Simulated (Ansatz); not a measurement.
# A computed series for hypothetical wurtzite InSb: pressure series

Consider InSb in the wurtzite structure (space group P6_3mc, No. 186; a = 4.5969 Å, c = 7.5648 Å; a hypothetical phase, not in the database extracts checked).

Cell and atoms are relaxed at each pressure.

Levels (all Ansatz, a program for electronic structure, PAW): PBEsol (420 eV, spin-orbit coupling left out); HSE06 (420 eV, without spin-orbit coupling).

Band gaps by level, all at the geometries relaxed with PBEsol:

| case | PBEsol | HSE06 |
|---|---|---|
| base | zero | – |
| pressure 5 GPa | 0.19 eV | ? |
| pressure 7.5 GPa | 0.39 eV | ? |
| pressure 10 GPa | 0.49 eV | ? |

Task: Complete the table.

Result: 
- pressure 5 GPa, HSE06: 1.01 eV
- pressure 7.5 GPa, HSE06: 1.10 eV
- pressure 10 GPa, HSE06: 1.18 eV

Single points use the geometry relaxed with PBEsol. With Sb present, leaving out spin-orbit coupling can change the band edges. Load acts through the strain it causes; cell and atoms are relaxed under it. Stability against distortions was not tested. Competing high-pressure phases were not computed. The final runs are not spin-polarised. A zero or small gap of InSb can be the functional's error rather than a property of the material.
